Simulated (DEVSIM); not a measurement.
Structure: Au/SiO2/n-Ge capacitor, at 250 K.

Layer 1 from the left is SiO2, thickness (nm) 20.0. Layer 2 from the left is Ge, thickness (nm) 17000, Nd (cm⁻³) 1.2e15.

Metal gate on the left, work function 5.1 eV. Fixed charge at the semiconductor interface -1.1e10 cm⁻² (in units of +e); no interface traps.

Constants are typed, rounded textbook-type inputs, not results; the design itself was drawn at random and stands for no fabricated device. Values at 300 K; Nc and Nv go as T^1.5, mobilities as T to minus their exponent, the gap by Varshni's rule with the affinity fixed.

SiO2: gap (eV) 9, affinity (eV) 0.9, permittivity 3.9. Ge: gap (eV) 0.664, affinity (eV) 4, permittivity 16, Nc (cm⁻³) 1.04e19, Nv (cm⁻³) 6e18, Varshni α (eV/K) 0.000477, Varshni β (K) 235.

Question: Estimate by hand the flat-band voltage, the threshold voltage, and compare with a numerical solution.

Answer: 
- Flat-band voltage: C = 0.173 μF/cm², work-function difference 0.911 V; VFB = φms − qNf/C = 0.92 V; numerical 0.92 V.
- Threshold voltage: φF = 0.158 V, depletion charge √(4εqNφF) = 1.31e-8 C/cm²; VT = VFB − 2φF − Qd/C = 0.53 V; numerical 0.53 V.

Model (solved in DEVSIM): 1D Poisson equation in equilibrium, Boltzmann statistics, complete ionisation; no quantum confinement or tunnelling. Metal contacts follow the ideal Schottky-Mott rule: no Fermi-level pinning, no interface dipoles.
